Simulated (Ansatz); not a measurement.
The reference is CdSe in the zinc blende structure (space group F-43m, No. 216; a = 6.1332 Å). Axes: x, y, z lie along the cube axes.

All numbers come from r2SCAN in Ansatz (plane waves to 500 eV, PAW, no spin-orbit coupling).

For the base:

| Property | Result |
|---|---|
| Valence-band top at Γ | 0.00, 0.00, 0.00 eV |
| Band gap | 1.04 eV |

Now apply this change: a pure shear with ε_xy = ε_yx = 0.0171; the atoms relax in the strained cell.

Task: What does the calculation give for the valence-band top at Γ, energy relative to the base, largest internal atomic displacement, stress and band gap after the change?

Result: The valence-band top at Γ (three highest levels, from the VBM) goes from 0.00, 0.00, 0.00 eV to 0.00, -0.09, -0.15 eV; the energy increases by 2.4 meV/atom; the largest internal atomic displacement amounts to 0.022 Å; the stress (xx, yy, zz, yz, xz, xy; compression positive) amounts to (0.00, 0.00, -0.01, 0.00, 0.00, -0.76) GPa; the band gap shrinks by 0.09 eV to 0.95 eV.

Stability against distortions was not tested.

Ansatz is a program for electronic structure.
